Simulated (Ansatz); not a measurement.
System: interstitial B in silicon (charge state +1). The step: several atoms move together, Si the farthest; the atom moves 1.69 Å along (-0.21, 0.21, -0.07) of the unit cell; at the start the B atom holds a host Si site and a host atom stands off its site; the moving atom starts with neighbours B at 2.04; 3 Si at 2.52, 3 Si at 2.54 Å and ends with B at 1.89; 2 Si at 2.29 Å. A PBE band in Ansatz (plane-wave PAW, the Γ point alone, 216 host sites, 32 SCF runs with any check of the saddle's order, static, no finite-size correction) gives a forward barrier of 0.80 eV. The saddle point's order was not checked, and it lies on a symmetry element of the cell, where a band can be held. The charge state is imposed; whether it is stable for some Fermi level was not computed. Sites that were not tried may lie lower.

Single points at the band's start and saddle point can refine it. Rough cost of one point, in units of the band's mean SCF on the same machine:

| Level | Cost of one point |
|---|---|
| PBE, a 2×2×2 k-point mesh shifted by half a step | about 10 |
| r2SCAN at 500 eV, the Γ point alone | about 2 |

**Question.** Which of these move the barrier by more than 0.1 eV, and how far does each move it?

**Answer.** PBE, a 2×2×2 k-point mesh shifted by half a step: -0.04 eV; r2SCAN at 500 eV, the Γ point alone: -0.20 eV. Each functional is compared with PBE at the same k-points.

Ansatz is a quantum-chemistry and plane-wave program.
